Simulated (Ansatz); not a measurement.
The reference is InAs in the zinc blende structure (space group F-43m, No. 216; a = 6.186 Å).

(Cell as relaxed with PBE.)

Levels (all Ansatz, a quantum-chemistry and plane-wave program, PAW): PBE (420 eV, no spin-orbit coupling); r2SCAN (500 eV, no spin-orbit coupling).

Each level relaxes its own structure.

| base | PBE | r2SCAN |
|---|---|---|
| volume per atom | 29.59 Å³ | 28.50 Å³ |
| lattice parameter a | 11.690 bohr | 11.545 bohr |
| band gap | zero | 0.08 eV |

The change: the cell is scaled by 0.9851 in all directions; the atoms relax in the strained cell.

| quantity | PBE | r2SCAN |
|---|---|---|
| energy relative to the base (free energy F) | +9.6 meV/atom | ? |
| pressure | 2.4 GPa | ? |
| band gap | zero | ? |

Q: What does r2SCAN give?

A: 
- energy relative to the base (free energy F), r2SCAN: +11 meV/atom
- pressure, r2SCAN: 2.9 GPa
- band gap, r2SCAN: 0.33 eV

PBE's energy relative to the base lies 1.2 meV/atom below r2SCAN's; PBE's pressure lies 0.43 GPa below r2SCAN's; they disagree on the band gap. Neither level is exact; r2SCAN is the comparison here, not a measurement.

The mesh was chosen for an insulator and is coarse for the gapless case. Stability against distortions was not tested. The final runs are not spin-polarised. A zero or small gap of InAs can be the functional's error rather than a property of the material.
